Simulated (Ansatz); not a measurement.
NaBH4 (P4₂/nmc, No. 137, 12 atoms in the cell; start mp-1101862), treated with HSE06 (Ansatz, a program for electronic structure, PAW).

Settings: plane-wave cutoff 500 eV, 6×6×4 k mesh (along the axes of the cell as run), gaussian smearing 0.02 eV, scalar-relativistic PAW data made under PBE.

Cell (relaxed with r²SCAN):

```xyz
12
Lattice="4.2942 0.0000 0.0000 0.0000 4.2942 0.0000 0.0000 0.0000 5.8021" Properties=species:S:1:pos:R:3 pbc="T T T"
Na     2.1471     2.1471     2.9011
Na     0.0000     0.0000     0.0000
B      2.1471     2.1471     0.0000
B      0.0000     0.0000     2.9011
H      1.1488     2.1468     5.1030
H      2.1468     3.1454     0.6992
H      3.1454     2.1474     5.1030
H      2.1474     1.1488     0.6992
H      3.2959     4.2945     3.6002
H     -0.0003     3.2959     2.2019
H      0.9983    -0.0003     3.6002
H      4.2945     0.9983     2.2019
```

### Question
Give the computed band gap.

### Answer

* **band gap**: 7.62 eV (on the SCF k mesh)

Note: cell and atoms aren't relaxed at this level (pressure 0.6 GPa).

Computing time: roughly 2.2 core-minutes.

A start named mp-… is a Materials Project structure, which need not be a measured phase.
